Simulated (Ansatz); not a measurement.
**Be under a change: isotropic strain +1.00 %**

Start from Be in the hcp (Mg type) structure (space group P6_3/mmc, No. 194; a = 2.2627 Å, c = 3.5664 Å; relaxed with 0.1 eV smearing).

Now apply this change: every lattice vector is stretched by 1.00 %, atoms relaxed at fixed cell.

The values are results of PBE, PAW, 420 eV (Ansatz, an electronic-structure program; no SOC), not measurements. k-mesh 29×29×16 (Γ-centred); smearing 0.1 eV (Fermi–Dirac).

The volume per atom rises by 0.24 Å³ (7.91 Å³ → 8.15 Å³) and the space group stays P6_3/mmc (No. 194). The shortest interatomic distance rises by 0.022 Å (2.211 Å → 2.233 Å) and the energy grows by 2.7 meV/atom. The pressure (mean of the normal stresses, compression positive) goes from zero to -3.5 GPa and the band gap stays zero.

Whether these cells are dynamically stable was not tested.
